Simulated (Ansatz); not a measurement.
The starting structures come from a database of crystals and need not be the phases stable at ambient conditions.

The decay constant κ of evanescent states in the gap governs leakage through a thin film.

Here is the system:

```
CELL_PARAMETERS angstrom
      2.73633     0.00000     0.00000
      1.36817     3.17398     0.00000
      1.36817    -0.10735     5.21663
ATOMIC_POSITIONS crystal
  Na 0.50000 0.50000 0.50000
  Cu 0.00000 0.00000 0.00000
  O  0.34100 0.08996 0.22804
  O  0.65900 0.91004 0.77196
```

Space group of this cell: C2/m. The cell is taken as given.

Transport runs along the normal of the first two printed cell vectors.

No gap correction and no spin-orbit coupling; mid-gap values are interpolated between computed energies.

**Question.** Compute, with PBEsol in Ansatz (a first-principles code), the band gap and the smallest decay constant κ at mid-gap.

**Answer.** Gap 0.46 eV on a 12×12×12 mesh; κ = 0.203 1/Å, at (0.250, 0.100) of the in-plane reciprocal vectors. At the zone centre, at the nearest computed energy, the slowest state has κ = 0.38 1/Å.
